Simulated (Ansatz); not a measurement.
This concerns the energy of the reaction as written. Reaction: 1/4 cell B + 3/8 O2 (gas) → cell A. A negative value means that the right-hand side lies lower.

Cell A: a slab of W (bcc, Im-3m) cut along (110), 9 atoms, oblique cell of 3.18 × 2.76 Å (7.2 Å²), symmetry Cm within 0.02 Å, 16.9 Å thick under 16 Å of vacuum, in-plane vectors held at the crystal's; planes from bottom to top: W × 8 | O, its two faces unlike (dipole correction applied); added, foreign or displaced atoms, above the top plane: O bound to 3 W at 2.01–2.09 Å; spin state with PBE: run without spin, k-point mesh 18×20×1.
```yaml
crystal:
  lattice:
    - [3.18370, 0.00000, 0.00000]
    - [1.59185, 2.25122, 0.00000]
    - [0.00000, 0.00000, 33.29071]
  atoms:
    - { symbol: W, position: [0.49481, 0.01046, 0.24331] }
    - { symbol: W, position: [0.99488, 0.01031, 0.30849] }
    - { symbol: W, position: [0.49496, 0.01013, 0.37639] }
    - { symbol: W, position: [0.99495, 0.01017, 0.44395] }
    - { symbol: W, position: [0.49500, 0.01006, 0.51171] }
    - { symbol: W, position: [0.99635, 0.00732, 0.57907] }
    - { symbol: W, position: [0.50325, 0.99369, 0.64719] }
    - { symbol: W, position: [0.02162, 0.95662, 0.71473] }
    - { symbol: O, position: [0.37918, 0.24124, 0.75075] }
```

Cell B: a slab of W (bcc, Im-3m) cut along (110), 33 atoms, oblique cell of 6.37 × 5.51 Å (28.7 Å²), symmetry Cm within 0.02 Å, 16.8 Å thick under 16 Å of vacuum, in-plane vectors held at the crystal's; planes from bottom to top: W4 × 8 | O; added, foreign or displaced atoms, above the top plane: O bound to 3 W at 2.06–2.10 Å; spin state with PBE: run without spin, k-point mesh 7×8×1.
```xyz
33
Lattice="6.3674 0.0000 0.0000 3.1837 4.5024 0.0000 0.0000 0.0000 33.2907" Properties=species:S:1:pos:R:3 pbc="T T T"
W      6.3671     2.2553     8.0828
W      3.1835     2.2547     8.0826
W      4.7754     0.0039     8.0814
W      1.5916     0.0033     8.0812
W     -0.0002     0.0039    10.2533
W      3.1835     0.0040    10.2534
W      1.5916     2.2547    10.2521
W      4.7753     2.2555    10.2528
W      6.3671     2.2554    12.5133
W      3.1837     2.2555    12.5133
W      4.7754     0.0031    12.5102
W      1.5916     0.0049    12.5123
W      0.0001     0.0042    14.7610
W      3.1832     0.0043    14.7610
W      1.5918     2.2571    14.7595
W      4.7754     2.2533    14.7586
W      6.3670     2.2558    17.0163
W      3.1840     2.2559    17.0162
W      4.7756     0.0062    17.0164
W      1.5920     0.0015    17.0087
W     -0.0036     0.0044    19.2652
W      3.1873     0.0042    19.2654
W      1.5918     2.2449    19.2557
W      4.7755     2.2641    19.2600
W      6.3733     2.2483    21.5331
W      3.1777     2.2480    21.5339
W      4.7765    -0.0196    21.4894
W      1.5929    -0.0021    21.5279
W     -0.0030    -0.0178    23.7656
W      3.1865    -0.0161    23.7629
W      1.5909     2.3106    23.7215
W      4.7771     2.1338    23.6353
O      1.5927     0.5870    24.9247
```

Reference: an isolated O2 molecule (triplet) in a box of 11 × 11 × 13 Å.

All numbers come from Ansatz (an electronic-structure program), plane waves with PAW, its default PAW set, cutoff 420 eV, 500 eV for r2SCAN. The structures are at rest with PBE, within the held lattices; other levels are single points on them. Neutral cells; Fermi-Dirac smearing of at most 0.10 eV in the solids, energies taken to zero width. The lattices are those relaxed with PBE, so at other levels the solids can be strained, which adds to the spread. Larger cells are relaxed from a start prepared with the learned potential CHGNet, on a coarser mesh till forces fall under 0.03 eV/Å, which some starts already meet. A dispersion term (D3(BJ), or D4 for r2SCAN) was computed beside these levels and is taken off wherever the name lacks it. Static lattices, no vibrational contributions. The structures are the rest points that the relaxations reached, not proven lowest. Spin-orbit coupling is left out. No Hubbard U is applied. Values are for these cell sizes. The cells' k-point meshes differ in density, so the last digit is unsettled. Cell A has symmetry Cm within 0.02 Å and got no random move, so less symmetric positions, which may lie lower, weren't tried. Cell B has symmetry Cm within 0.02 Å and got no random move, so less symmetric positions, which may lie lower, weren't tried.

Q: Estimate the value that r2SCAN returns for this input.

A: -3.03 eV, for 1/4 cell B + 3/8 O2 (gas) → cell A.

Q: What do the other levels give, and how wide is the spread?

A: 
```tsv
Method	value (eV)	less r2SCAN
PBE	-2.82	0.21
```

The levels shown span 0.21 eV, from r2SCAN (-3.03) to PBE (-2.82).
